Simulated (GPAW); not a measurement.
Input and output of a self-consistent single point for Zr3S2 (R32, 5 atoms in the cell) (GPAW).

Method: LDA (Perdew-Wang 92), GPAW PAW datasets LDA (gpaw-data 1.0.1) (plane waves; GPAW).

```
CELL_PARAMETERS angstrom
      2.90254     1.67578     3.48777
     -2.90254     1.67578     3.48777
      0.00000    -3.35156     3.48777
ATOMIC_POSITIONS crystal
  Zr 0.16128 0.83872 0.50000
  Zr 0.50000 0.16128 0.83872
  Zr 0.83872 0.50000 0.16128
  S  0.33497 0.33497 0.33497
  S  0.66503 0.66503 0.66503
```

Reference input (self-consistent single point, DFT LDA (Perdew-Wang 92), plane waves, GPAW PAW datasets LDA (gpaw-data 1.0.1)): mode = pw; ecut = 600 eV; xc = LDA; kpts = 7 7 7; mesh shift (steps) = 0 0 0; occupations.name = fermi-dirac; occupations.width = 0.1 eV; nbands = -9; convergence.forces = 0.001 eV/Å; symmetry.symmorphic = false; symmetry.tolerance = 0.0005; maxiter = 120. This run's input differs from it in these lines:

```diff
@@ -17,3 +17,3 @@
             xc='LDA',
-            kpts=(7, 7, 7),
+            kpts={'size': (4, 4, 4), 'gamma': True},
             occupations={'name': 'fermi-dirac', 'width': 0.1},
```

The program printed (abridged):

```
     iter     time        total  log10-change:
                         energy   eigst   dens  force
iter:   1 --:--:--   -40.119163
iter:   2 --:--:--   -40.257169   -0.31  -1.35
iter:   3 --:--:--   -40.050104   -1.19  -1.37
iter:   4 --:--:--   -40.078592   -1.40  -1.60
iter:   5 --:--:--   -40.201379   -1.27  -1.85
iter:   6 --:--:--   -40.036382   -1.70  -1.76
iter:   7 --:--:--   -40.049533   -2.18  -2.39
iter:   8 --:--:--   -40.034324c  -2.89  -2.31
iter:   9 --:--:--   -40.034488c  -4.37  -3.05
iter:  10 --:--:--   -40.034075c  -4.02  -3.05
iter:  11 --:--:--   -40.034250c  -4.06  -3.28
iter:  12 --:--:--   -40.034199c  -5.41  -3.48
iter:  13 --:--:--   -40.034167c  -6.49  -3.52
iter:  14 --:--:--   -40.034246c  -5.55  -3.57
iter:  15 --:--:--   -40.034235c  -6.61  -3.53
iter:  16 --:--:--   -40.034212c  -7.02  -3.57
iter:  17 --:--:--   -40.034129c  -5.06  -3.64
iter:  18 --:--:--   -40.034128c  -6.15  -4.40c
iter:  19 --:--:--   -40.034130c  -7.11  -4.42c
iter:  20 --:--:--   -40.034129c  -7.64c -4.42c
iter:  21 --:--:--   -40.034129c  -8.39c -4.40c -3.26c
Converged after 21 iterations.

Dipole moment: (-0.000000, 0.000000, 0.000000) |e|*Ang

Energy contributions relative to reference atoms: (reference = -315008.855974)

Kinetic:        +10.482951
Potential:      -13.135600
External:        +0.000000
XC:             -38.521836
Entropy (-ST):   -0.095945
Local:           +1.188328
SIC:             +0.000000
--------------------------
Free energy:    -40.082102
Extrapolated:   -40.034129

Showing only first 2 kpts
 Kpt  Band  Eigenvalues  Occupancy
  0    22      9.19364    0.43969
  0    23      9.19364    0.43969
  0    24      9.75655    0.00202
  0    25      9.75655    0.00202

  1    22      8.23200    1.99953
  1    23      8.61982    1.97740
  1    24      9.48436    0.03032
  1    25     10.16501    0.00003

Fermi level: 9.06698

No gap
   [... lines left out ...]
Energy (eV): -40.034129

Forces in eV/Ang:
  0 Zr    0.16684    0.00000    0.00000
  1 Zr   -0.08342    0.14449   -0.00000
  2 Zr   -0.08342   -0.14449   -0.00000
  3 S    -0.00000    0.00000   -0.00975
  4 S    -0.00000   -0.00000    0.00975

Stress tensor:
     0.049188    -0.000000     0.000000
    -0.000000     0.049188     0.000000
     0.000000     0.000000     0.053575
Stress (GPa, Voigt): [ 7.8808  7.8808  8.5836  0.      0.     -0.    ]
```

The run converged in 21 iterations. GPAW prints stress with tension positive. Against the reference run the free energy falls by 2.2 meV/atom, the pressure moves little (-8.10 to -8.12 GPa) and the largest force goes from 0.184 to 0.167 eV/Å.

The starting cell comes from a database of computed structures (which also holds hypothetical and non-ambient phases and stackings), without a prior relaxation at this level. With a pressure of about -8 GPa the cell is away from its equilibrium volume at this level.
